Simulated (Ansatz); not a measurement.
# KMgF3 in the cubic perovskite structure (space group Pm-3m, No. 221)

KMgF3 has the cubic space group Pm-3m (No. 221), the cubic perovskite structure, Pearson symbol cP5. Cell: a = b = c = 4.0541 Å, α = β = γ = 90.00°. K on 1a has 12 F at 2.867 Å (cuboctahedral). Mg on 1b sees 6 F at 2.027 Å (octahedral). F on 3c has 2 Mg at 2.027 Å and 4 K at 2.867 Å (octahedral). (Neighbours: up to the widest gap in distance over summed covalent radii, below 1.35, at either atom; cation-cation and far metal-metal contacts left out.)

Method: PBE (Ansatz, an electronic-structure program; PAW; 420 eV plane waves; scalar-relativistic without spin-orbit coupling). Γ-centred 8×8×8 mesh, Fermi–Dirac width 0.05 eV.

- Volume per atom = 13.33 Å³
- Density = 3.00 g/cm³
- Band gap = 6.96 eV, indirect, R → Γ
- Electron mass = 0.52 mₑ
- Lowest conduction-band minima above the VBM = Γ 6.96 eV
- Total energy = -1178.947 eV/atom (σ→0; compares only within this code and set-up)

Effective masses come from finite differences of ±0.01 Å⁻¹. Stability against distortions was not tested.
